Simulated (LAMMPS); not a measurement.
Melting line of Ni (fcc) by solid-liquid coexistence.

Model: classical MD, pair style eam/alloy, file NiAlH_jea.eam.alloy; code LAMMPS.

```tsv
P (GPa)	melting point	enthalpy of fusion	solid	liquid
0	1440 ± 29 K	0.13 eV/atom	12.02 Å³/atom	12.56 Å³/atom
2	1520 ± 30 K	0.14 eV/atom	11.86 Å³/atom	12.42 Å³/atom
5	1630 ± 33 K	0.15 eV/atom	11.61 Å³/atom	12.17 Å³/atom
```

Measured melting point at ambient pressure: 1728 K (Wikipedia, Melting points of the elements (data page)).

Caution: the error of the potential's melting point is set to 2 % at least, a picked allowance for cell size and run length.

Compare the slope of the melting line with the Clausius-Clapeyron value from the lowest pressure. T ΔV/ΔH = 1441 K × 0.54 Å³ / 0.126 eV = 39 K/GPa (1 eV/Å³ = 160.2 GPa); the first two rows give 41 K/GPa, within the errors of the melting points.
